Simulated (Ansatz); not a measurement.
Input and output of a self-consistent single point for VW (Cmm2, 2 atoms in the cell) (Ansatz, a program for electronic structure).

Computed with PBEsol, default PAW files made with PBE (plane waves; Ansatz).

The change in words: lattice scaled by 0.98; basis.ecutrho_ratio: default → 2. Reference geometry:
```yaml
crystal:
  lattice:
    - [1.55277, -2.23052, 0.00000]
    - [1.55277, 2.23052, 0.00000]
    - [0.00000, 0.00000, 4.29276]
  atoms:
    - { symbol: V, position: [0.00000, 0.00000, 0.01165] }
    - { symbol: W, position: [0.50000, 0.50000, 0.50000] }
```

Reference input (self-consistent single point, DFT, PBEsol, plane waves, default PAW files made with PBE): basis.ecutwfc = 420 eV; kpoints.mp_grid.grid = 11 11 7; hamiltonian.xc = pbesol; hamiltonian.pseudopotentials = {kind: paw} (the program's default PAW files); scf.occupations.method = gaussian; scf.occupations.width = 0.1 eV. This run's input differs from it in these lines:

Ansatz 0.2 input:
```diff
@@ -2,5 +2,5 @@
   lattice:
-    - [1.55277000, -2.23051700, 0.00000000]
-    - [1.55277000, 2.23051700, 0.00000000]
-    - [0.00000000, 0.00000000, 4.29275700]
+    - [1.52171500, -2.18590700, 0.00000000]
+    - [1.52171500, 2.18590700, 0.00000000]
+    - [0.00000000, 0.00000000, 4.20690200]
   atoms:
@@ -10,2 +10,3 @@
   ecutwfc: 420.0
+  ecutrho_ratio: 2
 kpoints:
```

Log, with long lists cut:

```
SCF iter   1: F=—  HF=-13141.978442 eV  |F-HF|=—  |Δ(HF+E_count)|=         —  Δρ=1.19e-2  dr2=6.40e-2  ethr=1.77e-3  ⟨swp⟩=4.9  Hψ=10627  notcnv=0
all-band conjugate gradients solve this SCF's bands
preconditioner: auto → none
SCF iter   2: F=—  HF=-13141.976856 eV  |F-HF|=—  |Δ(HF+E_count)|=   1.59e-3  Δρ=8.99e-3  dr2=4.14e-2  ethr=2.37e-4  ⟨swp⟩=1.0  Hψ=3745  notcnv=0  defer=1
   [... lines left out ...]
SCF iter   4: F=—  HF=-13141.973211 eV  |F-HF|=—  |Δ(HF+E_count)|=   1.44e-4  Δρ=4.78e-4  dr2=9.65e-5  ethr=1.78e-6  ⟨swp⟩=2.0  Hψ=4352  notcnv=0  defer=1
SCF iter   5: F=—  HF=-13141.973174 eV  |F-HF|=—  |Δ(HF+E_count)|=   3.66e-5  Δρ=2.08e-4  dr2=1.63e-5  ethr=3.57e-7  ⟨swp⟩=2.0  Hψ=3343  notcnv=0  defer=4
SCF iter   6: F=—  HF=-13141.973170 eV  |F-HF|=—  |Δ(HF+E_count)|=   4.05e-6  Δρ=6.21e-5  dr2=1.54e-6  ethr=6.03e-8  ⟨swp⟩=2.1  Hψ=3410  notcnv=0  defer=4
SCF iter   7: F=-13141.973170 eV  HF=-13141.973170 eV  |F-HF|=3.50e-8  |Δ(HF+E_count)|=   3.63e-7  Δρ=1.38e-5  dr2=4.81e-8  ethr=3.70e-10  ⟨swp⟩=4.0  Hψ=10478  notcnv=0
SCF 1 converged in 7 iterations: F = -13141.973170 eV  dr2 = 4.81e-8
Free energy (F): -13141.973170 eV
Internal energy: -13141.965941 eV  (E = F + TS)
E sigma→0 (E₀):  -13141.969555 eV
Entropy (-TS):   -0.007229 eV (-3.615 meV/atom)
Fermi energy:    20.402686 eV
--- Forces (eV/Å), atoms counted from 1 ---
  atom   1  V      0.00000000     0.00000000    -0.62615332
  atom   2  W      0.00000000     0.00000000     0.62608076
--- Stress (GPa, compression-positive) ---
        6.354774       0.000000       0.000000
        0.000000       6.536347       0.000000
        0.000000       0.000000       7.011115
  P = ⅓ Tr σ = 6.6341 GPa (66.341 kbar)
  The stress holds the Pulay correction, which leaves out the density cutoff's part. Without it, at fixed plane waves, as pw.x and ABINIT print it …
settings of this run that can trade accuracy for cost: basis.ecutrho_ratio < 4. Do not mix this run's numbers with those of runs without the same settings …
```

The run converged in 7 iterations. Against the reference run the free energy goes down by 7.2 meV/atom, the pressure goes from -8.62 to 6.63 GPa and the largest force goes from 0.462 to 0.626 eV/Å. The full log also holds: “WARN basis.ecutrho_ratio = 2 (ecutrho = 840 eV) is below the records' recommended cutoff”.

The starting cell comes from a database of computed structures (which also holds hypothetical and non-ambient phases and stackings), without a prior relaxation at this level. Its lattice was rescaled by up to half a per cent. One atom was moved a little off its site on purpose. For this run, on top of that: lattice scaled by 0.98. Spin polarisation is off. Ansatz's pressure includes its estimate of the finite-basis (Pulay) stress. The cutoff lies below the one recommended for these files.
